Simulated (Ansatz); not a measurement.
Functionals compared on a constructed model of the (111) surface of fcc Al, a pseudomorphic layer of Zr in the host's stacking (bottom of the slab: a bare face, its two planes held), in Ansatz (plane waves, PAW). The structure was relaxed with PBE; the other rows are single points on it. Cutoff 420 eV (500 eV for r2SCAN).

Model: 7-atom slab, 14.3 Å thick at the start with caps and adatoms, 15x15x1 mesh, Fermi-Dirac 0.1 eV, dipole correction, 2 atoms held, the rest relaxed; held to the start's symmetry, so lower structures may exist; no spin, no spin-orbit, no U. In PBE it is, or lies within 0.01 eV a 1x1 cell of, the lowest of the 2 structures of its composition computed so far; subsurface sites and larger cells were not tried. These notes are the PBE run's.

```json
[
 {"functional": "PBE", "work function of the top face (eV)": "4.81", "rough cost of the single point": "–"},
 {"functional": "RPBE", "work function of the top face (eV)": "…", "rough cost of the single point": "roughly 16 core-seconds"},
 {"functional": "r2SCAN", "work function of the top face (eV)": "4.95", "rough cost of the single point": "around 28 core-seconds (rough)"}
]
```

### Question
Complete the blanks.

### Answer

- RPBE, work function of the top face (eV): 4.69

Ansatz is a first-principles code.
